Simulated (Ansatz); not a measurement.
**A computed series for WS2: response to strain**

Consider WS2 (space group P6_3/mmc, No. 194; a = 3.1541 Å, c = 12.1408 Å; layered, stacked along the Cartesian z axis). Axes: x lies along a and z along c of the hexagonal cell.

Strains are applied to the cell and any free atomic positions relax.

All numbers come from plane-wave PAW DFT at the PBE-D3(BJ) level (Ansatz, a first-principles code, 420 eV), no spin-orbit coupling.

Candidates:
(a) uniaxial strain ε_zz = +3.00 %
(b) uniaxial strain ε_zz = +0.60 %
(c) uniaxial strain ε_zz = +1.80 %
(d) uniaxial strain ε_zz = +1.20 %
(e) uniaxial strain ε_zz = +2.40 %

Base values:

| Quantity | Value |
|---|---|
| Band gap | 0.88 eV |

Question: Order them by band gap, highest first.

Answer: (a) uniaxial strain ε_zz = +3.00 % (1.05 eV), (e) uniaxial strain ε_zz = +2.40 % (1.01 eV), (c) uniaxial strain ε_zz = +1.80 % (0.98 eV), (d) uniaxial strain ε_zz = +1.20 % (0.95 eV), (b) uniaxial strain ε_zz = +0.60 % (0.92 eV)

Spin-orbit coupling, missing from the scalar runs, can matter with W. Whether these cells are dynamically stable was not tested.
